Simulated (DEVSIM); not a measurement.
Device: W/SiO2/n-Si capacitor, at 300 K.

| layer (left to right) | material | thickness (nm) | Nd (cm⁻³) |
|---|---|---|---|
| 1 | SiO2 | 9.70 | - |
| 2 | Si | 16000 | 1.3e15 |

Metal gate on the left, work function 4.6 eV. Fixed charge at the semiconductor interface 0 cm⁻² (in units of +e); no interface traps.

This is a model device: material constants are rounded textbook-type values typed into the input, and sizes, dopings and lifetimes were drawn at random. Values at 300 K.

| parameter | SiO2 | Si |
|---|---|---|
| gap (eV) | 9 | 1.124 |
| affinity (eV) | 0.9 | 4.05 |
| permittivity | 3.9 | 11.7 |
| Nc (cm⁻³) | - | 2.86e19 |
| Nv (cm⁻³) | - | 3.1e19 |

DEVSIM, 1D Poisson equation in equilibrium, Boltzmann statistics, complete ionisation; no quantum confinement or tunnelling. Metal contacts follow the ideal Schottky-Mott rule: no Fermi-level pinning, no interface dipoles.

The substrate doping was swept, all else fixed.

```json
[
 {"substrate doping (cm^-3)": "6.5e13", "threshold voltage (band bending 2φF) (V)": "-0.24", "flat-band voltage (V)": "0.21", "minimum of the low-frequency capacitance (μF/cm²)": "0.00435"},
 {"substrate doping (cm^-3)": "1.3e14", "threshold voltage (band bending 2φF) (V)": "-0.27", "flat-band voltage (V)": "0.23", "minimum of the low-frequency capacitance (μF/cm²)": "0.00553"},
 {"substrate doping (cm^-3)": "2.6e14", "threshold voltage (band bending 2φF) (V)": "-0.29", "flat-band voltage (V)": "0.25", "minimum of the low-frequency capacitance (μF/cm²)": "0.00735"},
 {"substrate doping (cm^-3)": "6.5e14", "threshold voltage (band bending 2φF) (V)": "?", "flat-band voltage (V)": "0.27", "minimum of the low-frequency capacitance (μF/cm²)": "?"},
 {"substrate doping (cm^-3)": "1.3e15", "threshold voltage (band bending 2φF) (V)": "-0.36", "flat-band voltage (V)": "0.29", "minimum of the low-frequency capacitance (μF/cm²)": "0.0153"},
 {"substrate doping (cm^-3)": "2.6e15", "threshold voltage (band bending 2φF) (V)": "-0.40", "flat-band voltage (V)": "0.31", "minimum of the low-frequency capacitance (μF/cm²)": "0.0197"}
]
```

Problem. Some entries are withheld; supply them.

Solution. 
- 6.5e14, threshold voltage (band bending 2φF) (V): -0.33
- 6.5e14, minimum of the low-frequency capacitance (μF/cm²): 0.0111
